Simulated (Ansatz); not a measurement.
Results of LDA in Ansatz (plane waves, PAW) for Sn2TiO4 (P4₂/mbc, No. 135; cell taken from a computed entry).

Numerical settings: plane-wave cutoff 520 eV, 4×4×6 k mesh (along the axes of the cell as run), Fermi–Dirac smearing 0.01 eV, no spin polarisation, scalar-relativistic PAW data made under PBE.

Cell (relaxed with PBEsol):

```yaml
crystal:
  lattice:
    - [8.47622, 0.00000, 0.00000]
    - [0.00000, 8.47622, 0.00000]
    - [0.00000, 0.00000, 5.90989]
  atoms:
    - { symbol: Ti, position: [0.00000, 0.50000, 0.25000] }
    - { symbol: Ti, position: [0.00000, 0.50000, 0.75000] }
    - { symbol: Ti, position: [0.50000, 0.00000, 0.75000] }
    - { symbol: Ti, position: [0.50000, 0.00000, 0.25000] }
    - { symbol: Sn, position: [0.35368, 0.33881, 0.50000] }
    - { symbol: Sn, position: [0.64632, 0.66119, 0.50000] }
    - { symbol: Sn, position: [0.66119, 0.35368, 0.00000] }
    - { symbol: Sn, position: [0.33881, 0.64632, 0.00000] }
    - { symbol: Sn, position: [0.85368, 0.16119, 0.50000] }
    - { symbol: Sn, position: [0.14632, 0.83881, 0.50000] }
    - { symbol: Sn, position: [0.16119, 0.14632, 0.00000] }
    - { symbol: Sn, position: [0.83881, 0.85368, 0.00000] }
    - { symbol: O, position: [0.40300, 0.87909, 0.50000] }
    - { symbol: O, position: [0.59700, 0.12091, 0.50000] }
    - { symbol: O, position: [0.12091, 0.40300, 0.00000] }
    - { symbol: O, position: [0.87909, 0.59700, 0.00000] }
    - { symbol: O, position: [0.90300, 0.62091, 0.50000] }
    - { symbol: O, position: [0.09700, 0.37909, 0.50000] }
    - { symbol: O, position: [0.62091, 0.09700, 0.00000] }
    - { symbol: O, position: [0.37909, 0.90300, 0.00000] }
    - { symbol: O, position: [0.16358, 0.66358, 0.75000] }
    - { symbol: O, position: [0.83642, 0.33642, 0.25000] }
    - { symbol: O, position: [0.33642, 0.16358, 0.25000] }
    - { symbol: O, position: [0.66358, 0.83642, 0.75000] }
    - { symbol: O, position: [0.83642, 0.33642, 0.75000] }
    - { symbol: O, position: [0.16358, 0.66358, 0.25000] }
    - { symbol: O, position: [0.66358, 0.83642, 0.25000] }
    - { symbol: O, position: [0.33642, 0.16358, 0.75000] }
```

Problem. What does this level give for the band gap, smallest direct gap on the k points sampled and direct gap at Γ?

Solution. 
band gap: 1.04 eV
smallest direct gap on the k points sampled: 1.11 eV
direct gap at Γ: 1.12 eV

Note: cell and atoms aren't relaxed at this level (largest force component 0.27 eV/Å, pressure -3.8 GPa).

Spin–orbit coupling is not included.

Computed values are for the static lattice.

Computing time: very roughly 7 core-minutes.

Ansatz is an electronic-structure program.
